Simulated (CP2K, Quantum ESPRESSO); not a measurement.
A CP2K input for a self-consistent single point of RbCl (Fm-3m, 2 atoms in the cell) (DFT PBEsol, GPW, DZVP-MOLOPT-SR-GTH basis, GTH-PBE potentials (GTH_POTENTIALS)):

```
&GLOBAL
  PROJECT rbcl
  RUN_TYPE ENERGY_FORCE
  PRINT_LEVEL MEDIUM
&END GLOBAL
&FORCE_EVAL
  METHOD Quickstep
  STRESS_TENSOR ANALYTICAL
  &DFT
    BASIS_SET_FILE_NAME BASIS_MOLOPT
    POTENTIAL_FILE_NAME GTH_POTENTIALS
    &QS
      METHOD GPW
      EPS_DEFAULT 1E-11
    &END QS
    &MGRID
      CUTOFF 500
      REL_CUTOFF 50
      NGRIDS 5
    &END MGRID
    &SCF
      SCF_GUESS ATOMIC
      EPS_SCF 1E-7
      MAX_SCF 100
      ADDED_MOS 4
      &DIAGONALIZATION
        ALGORITHM STANDARD
      &END DIAGONALIZATION
      &MIXING
        METHOD BROYDEN_MIXING
        ALPHA 0.2
        NBUFFER 8
        BETA 1
      &END MIXING
      &SMEAR ON
        METHOD FERMI_DIRAC
        ELECTRONIC_TEMPERATURE [K] 116.05
      &END SMEAR
    &END SCF
    &KPOINTS
      SCHEME MONKHORST-PACK 9 9 9
    &END KPOINTS
    &XC
      &XC_FUNCTIONAL
        &PBE
          PARAMETRIZATION PBESOL
        &END PBE
      &END XC_FUNCTIONAL
    &END XC
    &PRINT
      &MO
        EIGENVALUES T
        OCCUPATION_NUMBERS T
        NDIGITS 8
        FILENAME mo
        &EACH
          QS_SCF 0
        &END EACH
        ADD_LAST NUMERIC
      &END MO
      &MULLIKEN ON
      &END MULLIKEN
    &END PRINT
  &END DFT
  &SUBSYS
    &CELL
      A 4.56457500 0.00000000 0.00000000
      B 2.28228800 3.95303800 0.00000000
      C 2.28228800 1.31767900 3.72696000
      PERIODIC XYZ
    &END CELL
    &COORD
      Rb       0.00000000     0.00000000     0.00000000
      Cl       4.56457550     2.63535850     1.86348000
    &END COORD
    &KIND Rb
      BASIS_SET DZVP-MOLOPT-SR-GTH
      POTENTIAL GTH-PBE-q9
    &END KIND
    &KIND Cl
      BASIS_SET DZVP-MOLOPT-SR-GTH
      POTENTIAL GTH-PBE-q7
    &END KIND
  &END SUBSYS
  &PRINT
    &FORCES ON
    &END FORCES
    &STRESS_TENSOR ON
    &END STRESS_TENSOR
  &END PRINT
&END FORCE_EVAL
```

Question: Translate this input to Quantum ESPRESSO.

Answer: This is the input that was run; spellings and numerical settings could be chosen otherwise.

```fortran
&control
   calculation = 'scf'
   outdir = './work'
   pseudo_dir = './'
   verbosity = 'high'
   tprnfor = .true.
   tstress = .true.
/
&system
   ibrav = 0
   nat = 2
   ntyp = 2
   ecutwfc = 40
   ecutrho = 200
   occupations = 'smearing'
   smearing = 'fermi-dirac'
   degauss = 0.000734986
/
&electrons
   conv_thr = 1e-8
   mixing_beta = 0.3
/
ATOMIC_SPECIES
Rb    85.4678  rb_pbesol_v1.uspp.F.UPF
Cl    35.4500  cl_pbesol_v1.4.uspp.F.UPF
ATOMIC_POSITIONS crystal
Rb    0.00000000    0.00000000    0.00000000
Cl    0.50000000    0.50000000    0.50000000
K_POINTS automatic
9 9 9  0 0 0
CELL_PARAMETERS bohr
   0.00000000     6.09935941     6.09935941
   6.09935941     0.00000000     6.09935941
   6.09935941     6.09935941     0.00000000
```

Basis settings and potentials, where a program has them, do not carry over. This input uses DFT, PBEsol, plane waves, GBRV 1.5 ultrasoft (PBESOL) pseudopotentials. Both were run: pressure 1.09 GPa in CP2K and 0.72 in Quantum ESPRESSO; gap on the mesh 4.934 eV in CP2K and 5.021 in Quantum ESPRESSO.

On CP2K: the starting cell comes from a database of computed structures (which also holds hypothetical and non-ambient phases and stackings), without a prior relaxation at this level. Its lattice was rescaled by a random factor within 2.5 % of one. Values carry the incompleteness of an atom-centred basis. The potentials were made for another functional than the one used.

On Quantum ESPRESSO: the starting cell comes from a database of computed structures (which also holds hypothetical and non-ambient phases and stackings), without a prior relaxation at this level. Its lattice was rescaled by a random factor within 2.5 % of one.
